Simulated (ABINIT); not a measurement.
σyy against uniaxial strain in rock-salt MgS (space group 225): C12 (ABINIT, LDA)

```yaml
crystal:
  lattice:
    - [0.00000, 2.56574, 2.56574]
    - [2.52726, 0.00000, 2.56574]
    - [2.52726, 2.56574, 0.00000]
  atoms:
    - { symbol: Mg, position: [0.00000, 0.00000, 0.00000] }
    - { symbol: S, position: [0.50000, 0.50000, 0.50000] }
```

Method of the run: LDA (PW92), norm-conserving pseudopotentials (PseudoDojo nc-sr-04 LDA standard) (plane waves; ABINIT 10.0.3). Settings: pseudos = [Mg.upf, S.upf]; ecut = 110 Ry; ixc = 7; occopt = 3; tsmear = 0.00036749 Ha; ngkpt = 12 12 12; nshiftk = 1; shiftk = 0 0 0; potentials = PseudoDojo nc-sr-04 LDA standard; nband = 13; kptopt = 1; nstep = 50; tolvrs = 1e-11. The cell above is the first row's. The rows stretch one cube axis (x) by the strain ε and hold the other two. Stress is positive in tension. In all rows fractional positions and the k mesh are held.

```
ε (%)  σyy (GPa)
-----  ---------
-1.5      -0.661
-1.0      -0.435
-0.5      -0.214
0.0        0.002
0.5        0.214
1.0        0.421
1.5        0.624
2.0            ?
```

Taking a parabola for σyy over the 7 complete rows: Least squares gives σyy = 0.0022 + 0.42821·ε - 0.00919·ε². Residuals (row less fit): -0.0002, 0.0002, 0.0002, -0.0002, 0.0000, -0.0002, 0.0002; standard error 0.0002 (degrees of freedom: 4). The slope at ε = 0, 0.42821 GPa per cent, gives C12 ≈ 100 × 0.42821 = 43 GPa, for the static lattice.

Task: Predict the withheld σyy at ε = 2.0 from the fit, and compare with the calculation.

Result: σyy = 0.0022 + 0.42821 × 2.0 - 0.00919 × 2.0² = 0.8219 GPa. The calculation gives 0.822 GPa, which the fit meets to the printed digits. The row lies outside the fitted rows, so this is an extrapolation.

Carrying the step between the two nearest rows on in a straight line would have given 0.827, off by 0.005; series whose last step already gives the withheld value aren't shown. The reference cell has the volume at which an earlier scan in this program and functional put its minimum by a fit. The runs keep the symmetry of the cell, so they don't test it for distortions. The unstrained cell stands at a pressure of 0.00 GPa, and the constants belong to that pressure. By symmetry this strain leaves no force on the atoms; the largest in the rows is 0.000 eV/Å. Cutoffs and mesh are single choices, not tested for convergence of this quantity. Series with a scatter that would blur these digits, or in which a gap closes, are not shown. Strain series were run only where this level's volume lies within 10 % of a first guess from the measured size.
